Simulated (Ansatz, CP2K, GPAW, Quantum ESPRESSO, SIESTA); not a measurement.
SrAsPt (P6_3/mmc, 6 atoms in the cell) computed with different codes at matched settings

Self-consistent single point.

```
SrAsPt
1.0
    4.28518     0.00000     0.00000
   -2.14259     3.71108     0.00000
    0.00000     0.00000     9.12241
Sr As Pt
2 2 2
Direct
  0.00000   0.00000   0.50000
  0.00000   0.00000   0.00000
  0.33333   0.66667   0.75000
  0.66667   0.33333   0.25000
  0.33333   0.66667   0.25000
  0.66667   0.33333   0.75000
```

Shared settings, as Ansatz (a quantum-chemistry and plane-wave program) writes them: kpoints.mp_grid.grid = 7 7 3; scf.occupations.method = fermi_dirac; scf.occupations.width = 0.1 eV. Potentials and cutoffs stand in the table.

| code | model | pressure (GPa) | cutoff |
|---|---|---|---|
| SIESTA | GGA PBEsol, numerical atomic orbitals DZP, PseudoDojo PBEsol standard norm-conserving potentials (rewritten from UPF to PSML) | 0.13 | grid 350 Ry |
| Ansatz | PBEsol, PAW files made with PBE | -3.24 | 420 eV |
| CP2K | PBEsol, GPW, DZVP-MOLOPT-SR-GTH basis, GTH-PBE potentials (GTH_POTENTIALS) | -1.67 | grid 500 Ry |
| Quantum ESPRESSO | PBEsol, GBRV 1.5 ultrasoft (PBESOL) pseudopotentials | -3.18 | 40 Ry |
| GPAW | PBEsol, GPAW PAW datasets PBEsol (made by gpaw-setup) | -2.83 | 550 eV |

On Ansatz's run: spin-orbit coupling is off. Spin polarisation is off.

The spread over the programs that give each value: pressure within 3.37 GPa.

SIESTA and CP2K use small atom-centred bases, whose incompleteness enters pressures, forces and empty levels differently from a plane-wave cutoff. Ansatz's pressure is given at a fixed set of plane waves, as the other plane-wave codes print theirs. In the pressure, SIESTA (by 3.31) and CP2K (by 1.51) lie more than 1 GPa from the median of the plane-wave programs.

The starting cell comes from a database of computed structures (which also holds hypothetical and non-ambient phases and stackings), without a prior relaxation at this level. Its lattice was rescaled by a random factor within 2.5 % of one.

Left out of this page: FLEUR (not drawn, or without a comparable value).

Keys are those of Ansatz 0.2.
